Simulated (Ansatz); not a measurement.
An Ansatz (a program for electronic structure) run: WS2 with a change (biaxial strain −4.91 %, plane normal [001], relaxed out of plane); Ansatz PBE-D3(BJ), spin-orbit coupling left out.

Input:

Ansatz 0.2 input:
```yaml
crystal:
  lattice:
    - [2.9992185941, 0, 0]
    - [1.4996092971, 2.597399494, 0]
    - [0, 0, 12.4352850099]
  atoms:
    - { symbol: W, position: [0.3333333333, 0.3333333333, 0.25] }
    - { symbol: W, position: [0.6666666667, 0.6666666667, 0.75] }
    - { symbol: S, position: [0.3333333333, 0.3333333333, 0.6202569757] }
    - { symbol: S, position: [0.6666666667, 0.6666666667, 0.1202569757] }
    - { symbol: S, position: [0.6666666667, 0.6666666667, 0.3797430243] }
    - { symbol: S, position: [0.3333333333, 0.3333333333, 0.8797430243] }
basis: { ecutwfc: 420, ecutrho_ratio: 4, xc_grid: 2, fft_grid_basis: typed }
kpoints: { mp_grid: { grid: [12, 12, 3] } }
hamiltonian:
  xc: pbe
  dispersion: d3bj
  pseudopotentials: { kind: paw }
scf: { occupations: { method: fermi_dirac, width: 0.05 } }
relax: { f_tol: 0.005, max_steps: 50, cell: { stress_tol: 0.01, fix: [a, b, gamma] } }
output: { forces: true, stress: true }
checkpoint: { write: state.ck, write_every: 1000 }
```

Output (explanatory and most iteration lines left out):

```
Relaxation: its limit of steps is 50 (relax.max_steps)
Pseudopotential: W, paw, valence charge 14
Pseudopotential: S, paw, valence charge 6
Crystal: 6 atoms, lattice volume = 96.873 Å³
Basis set: ecut = 420 eV, 1853 PW (Γ), exchange–correlation on 48×48×180 points (8 copies of the dense FFT grid, shifted against one another)
Bands: 32, of which v1, the nominal top of the filled ones, is band 26 counted from 1 (25 counted from 0)
Symmetry: 24 space group operations
Space group: P63/mmc (ITA 194), of the structure as read, at distance tolerance 4.6e-5 Å
k-points: 38 of 432
Functional: x = pbe(κ = 0.804, μ = 0.2195149727645171), c = pbe(β = 0.06672455060314922)
SCF iter   1: F=—  HF=-24384.764480 eV  |F-HF|=—  |Δ(HF+E_count)|=         —  Δρ=6.40e-3  dr2=1.99e-2  ethr=1.77e-3  ⟨swp⟩=6.5  Hψ=5765  notcnv=0
SCF iter   2: F=—  HF=-24384.766886 eV  |F-HF|=—  |Δ(HF+E_count)|=   2.41e-3  Δρ=3.12e-3  dr2=3.73e-3  ethr=3.83e-5  ⟨swp⟩=2.0  Hψ=2028  notcnv=0  defer=7
SCF 1 converged in 6 iterations: F = -24384.770716 eV  dr2 = 2.56e-8
relax step   1: F+E_penalty+E_count = -24384.77071624 eV  Δ(F+E_penalty+E_count) = +0.000e0 eV  max|allowed force component| = 4.685e-1 eV/Å  Δτ_max = 0.0000 Å  P = +14.413 GPa  Ω = 96.873 Å³  fix = [a, b, gamma]  reactions: a +19.574, b +19.574 GPa  (6 SCF iters, dr2 threshold 1.00e-7 eV, accepted)
[... steps on the carried basis left out ...]
relax step   5: F+E_penalty+E_count = -24384.79167644 eV  Δ(F+E_penalty+E_count) = +3.362e-6 eV  max|allowed force component| = 6.639e-6 eV/Å  Δτ_max = 0.0003 Å  P = +12.001 GPa  Ω = 96.166 Å³  energy of the carried Pulay correction = +1.502e-4 eV  fix = [a, b, gamma]  reactions: a +18.002, b +18.002 GPa  (6 SCF iters, dr2 threshold 3.49e-9 eV, accepted)
Crystal: 6 atoms, lattice volume = 96.166 Å³
SCF iter   1: F=—  HF=-24384.791619 eV  |F-HF|=—  |Δ(HF+E_count)|=         —  Δρ=1.65e-5  dr2=3.64e-8  ethr=4.61e-7  ⟨swp⟩=3.0  Hψ=8941  notcnv=0
SCF iter   2: F=—  HF=-24384.791523 eV  |F-HF|=—  |Δ(HF+E_count)|=   9.59e-5  Δρ=8.06e-6  dr2=8.55e-9  ethr=6.99e-11  ⟨swp⟩=3.3  Hψ=2875  notcnv=0
SCF 6 converged in 10 iterations: F = -24384.791523 eV  dr2 = 8.73e-18
SCF converged after 10 iterations
Free energy (F): -24384.791523 eV
Internal energy: -24384.791522 eV  (E = F + TS)
E sigma→0 (E₀):  -24384.791523 eV
Entropy (-TS):   -0.000001 eV (-0.000 meV/atom)
Fermi energy:    13.493503 eV
  E_disp       = -2.847333  (pairwise vdW)
--- Forces (eV/Å), atoms counted from 1 ---
  atom   1  W     -0.00000000    -0.00000000    -0.00000000
  atom   2  W      0.00000000     0.00000000     0.00000000
  atom   3  S      0.00000000     0.00000000    -0.00004264
  atom   4  S     -0.00000000    -0.00000000    -0.00004264
  atom   5  S     -0.00000000    -0.00000000     0.00004264
  atom   6  S     -0.00000000     0.00000000     0.00004264
--- Stress (GPa, compression-positive) ---
       18.000452       0.000000       0.000000
        0.000000      18.000452      -0.000000
        0.000000      -0.000000      -0.000756
  P = ⅓ Tr σ = 12.0000 GPa (120.000 kbar)
--- Relaxed structure (5 steps of the walk, 5 accepted, 1 SCFs on fresh bases) ---
  cell:  # Å, volume = 96.1663 Å³
    - [2.9992185941038976, -2.8867514009182786e-11, 9.760366078834607e-34]
    - [1.4996092970769488, 2.5973994939821905, -8.286779823277082e-34]
    - [4.046818535603015e-33, -6.303802564519864e-33, 12.344576567023854]
  atoms:
    - { symbol: W, position: [0.33333333333333337, 0.3333333333333333, 0.25] }
    - { symbol: W, position: [0.6666666666666667, 0.6666666666666666, 0.7500000000000001] }
    - { symbol: S, position: [0.33333333333333337, 0.3333333333333333, 0.6176760654272417] }
    - { symbol: S, position: [0.6666666666666667, 0.6666666666666666, 0.11767606542724163] }
    - { symbol: S, position: [0.6666666666666667, 0.6666666666666666, 0.38232393457275843] }
    - { symbol: S, position: [0.33333333333333337, 0.3333333333333333, 0.8823239345727584] }
```

With W present, leaving out spin-orbit coupling can change the band edges. Stability against distortions was not tested. The cell was made from WS2 in the 2H-MoS2 type structure (space group P6_3/mmc, No. 194; layered, stacked along the Cartesian z axis) by this change: biaxial strain −4.91 %, plane normal [001], relaxed out of plane.
